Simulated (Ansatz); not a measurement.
Structures of equal composition on the (111) surface of germanium (Ge plane on top): (√3x√3)R30° Sn adatom at H3; (√3x√3)R30° Sn adatom at T4. The slabs share one bottom face, and each structure is named by its start. These are constructed structures in small cells; real faces may alloy, dewet or reconstruct in larger ones, and not all known structures of the face are among them. Slabs of about 13 Å, Fermi-Dirac smearing of 0.025 eV. Bottom of the slabs: H caps. Relaxed from the named starts with such symmetry as they have, on meshes of like density; energies extrapolated to zero smearing; spin only where a row says so; no spin-orbit coupling, no U. Brackets mark spin-polarised runs, whose order is one that fits the cell. Where a second, spin-polarised start was run, the lower counts.

Level of theory: r2SCAN, at the PBE geometry (plane waves to 500 eV, PAW; Ansatz, a first-principles code).

Q: Rank these by energy per 1x1 cell (lowest first), as r2SCAN, at the PBE geometry gives it.

A: (√3x√3)R30° Sn adatom at T4 (0.000 eV [spin, 0.4 μB a cell], no gap on the mesh), (√3x√3)R30° Sn adatom at H3 (0.128 eV [spin, 0.3 μB a cell], no gap on the mesh)
